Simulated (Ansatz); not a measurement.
The reference is PbO (space group P4/nmm, No. 129; a = 3.970 Å, c = 4.705 Å). Axes: x, y, z lie along a, b, c of the conventional cell.

Calculations: Kohn–Sham DFT with the PBEsol-D3(BJ) functional, run in Ansatz (a program for electronic structure) with PAW and 420 eV plane waves, without spin-orbit coupling.

Strains are applied to the cell and any free atomic positions relax.

One change was made to it. Results:

```json
[
 {"quantity": "band gap", "base": "0.90 eV", "after": "0.81 eV"},
 {"quantity": "largest internal atomic displacement", "base": "–", "after": "0.013 Å"},
 {"quantity": "smallest direct gap", "base": "1.97 eV", "after": "1.92 eV"},
 {"quantity": "energy relative to the base (free energy F)", "base": "0 meV/atom", "after": "+0.7 meV/atom"}
]
```

Problem. Name the change that was made.
A) uniaxial strain ε_xx = −2.40 %
B) uniaxial strain ε_xx = −1.20 %
C) uniaxial strain ε_xx = −3.00 %
D) uniaxial strain ε_xx = −1.80 %

Solution. B, uniaxial strain ε_xx = −1.20 %. For comparison, the band gap in the other runs: uniaxial strain ε_xx = −2.40 % gives 0.72 eV; uniaxial strain ε_xx = −3.00 % gives 0.67 eV; uniaxial strain ε_xx = −1.80 % gives 0.76 eV.

Spin-orbit coupling, missing from the scalar runs, can matter with Pb. Stability against distortions was not tested.
